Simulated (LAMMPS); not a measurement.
Melts of Si (diamond structure) cooled to 300 K at several rates.

Level of theory: classical MD, pair style edip, file Si.edip (LAMMPS).

```
cooling rate (K/s)  energy above the crystal  state                  density       coordination number        rough cost
------------------  ------------------------  -----  -----------------------  ------------------------  ----------------
3e+12                          0.222 eV/atom  glass  2.27 g/cm³ (one sample)  4.08 (counted to 2.78 Å)   17 core-minutes
1e+13                          0.239 eV/atom  glass  2.30 g/cm³ (one sample)  4.15 (counted to 2.78 Å)    3 core-minutes
1e+14                          0.288 eV/atom  glass  2.30 g/cm³ (one sample)  4.28 (counted to 2.78 Å)  2.4 core-minutes
```

Costs are rough and include melting and analysis.
